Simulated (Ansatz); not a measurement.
Functionals compared on the (11-21) surface of hcp Be in its 1x1 cell, outermost plane spacing 0.54 Å in the ideal cut, in Ansatz (plane waves, PAW). The structure was relaxed with PBE; the other rows are single points on it, each with its references at the same level. Cutoff 420 eV (500 eV for r2SCAN).

Slab: 19 atoms, 9.7 Å thick at the start (thin: gaps and levels are the slab's own); k 11x10x1, smearing 0.1 eV, dipole-corrected; all atoms relaxed; no symmetry held; no spin, no spin-orbit, no U. These notes are the PBE run's.

```
functional  surface energy (J/m²)  work function of the top face (eV)  rough cost of the single point
----------  ---------------------  ----------------------------------  ------------------------------
PBE                          2.47                                4.54                               –
LDA                          2.76                                4.71         roughly 60 core-seconds
PBEsol                       2.65                                4.59    very roughly 60 core-seconds
RPBE                         2.31                                4.45  around 60 core-seconds (rough)
r2SCAN                        [?]                                 [?]   very roughly 100 core-seconds
```

Complete the blanks.


- r2SCAN, surface energy (J/m²): 2.56
- r2SCAN, work function of the top face (eV): 4.55

Ansatz is a program for electronic structure.
